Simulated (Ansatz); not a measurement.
## LuAl3: response to strain

Take LuAl3 in the Cu3Au type structure (space group Pm-3m, No. 221; a = 4.146 Å; a cell from a computed database, its experimental status unchecked; relaxed with 0.1 eV smearing) as the base. Axes: x, y, z lie along the cube axes.

Strains are applied to the cell and any free atomic positions relax; under biaxial strain the out-of-plane vector relaxes too.

Computed with PBEsol (Ansatz, a first-principles code; PAW; 420 eV plane waves; scalar-relativistic without spin-orbit coupling).

Notes on the quantities. pressure: mean of the normal stresses, compression positive; energy relative to the base: free energy F.

| change | volume per atom | pressure | energy relative to the base |
|---|---|---|---|
| base | 17.81 Å³ | 0.0 GPa | 0 meV/atom |
| biaxial strain −2.97 %, plane normal [001], relaxed out of plane | 16.99 Å³ | 4.6 GPa | +22 meV/atom |
| uniaxial strain ε_xx = −2.45 % | 17.38 Å³ | 2.3 GPa | +6.2 meV/atom |
| uniaxial strain ε_xx = −0.93 % | 17.65 Å³ | 0.8 GPa | +0.9 meV/atom |
| uniaxial strain ε_yy = +0.23 % | 17.86 Å³ | -0.2 GPa | +0.1 meV/atom |
| uniaxial strain ε_zz = +1.38 % | 18.06 Å³ | … | … |

### Question
Complete the table.

### Answer

- uniaxial strain ε_zz = +1.38 %, pressure: -1.1 GPa
- uniaxial strain ε_zz = +1.38 %, energy relative to the base: +1.8 meV/atom

No phonon test of stability was made.
